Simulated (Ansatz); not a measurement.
The reference is Be2Si (space group Fm-3m, No. 225; a model cell, its experimental status unchecked; relaxed with 0.1 eV smearing).

```
CELL_PARAMETERS angstrom
      0.00000     2.63011     2.63011
      2.63011     0.00000     2.63011
      2.63011     2.63011     0.00000
ATOMIC_POSITIONS crystal
  Si 0.00000 0.00000 0.00000
  Be 0.25000 0.25000 0.25000
  Be 0.75000 0.75000 0.75000
```

Cartesian axes are those of the cell as printed.

Method: DFT with PBEsol, PAW potentials and a 420 eV plane-wave cutoff in Ansatz (a program for electronic structure), spin-orbit coupling left out.

The change: the cell is scaled by 0.9850 in all directions, atoms relaxed at fixed cell.

Problem. Predict the stress tensor and what it implies for the stiffness.

Solution. Stress of the strained cell less that of the base (GPa, compression positive):
```
    5.0     0.0     0.0
    0.0     5.0     0.0
    0.0     0.0     5.0
```

Then B = −ΔP/(ΔV/V₀) with ΔV/V₀ = -0.0443 gives secant stiffness values (nonlinear terms included at this strain): B ≈ 112 GPa.

As a check, the harmonic strain energy −½ V₀ Δσ:ε is 8.5 meV/atom; the computed energy rise is 8.1 meV/atom.

No phonon test of stability was made. All final runs are without spin polarisation.
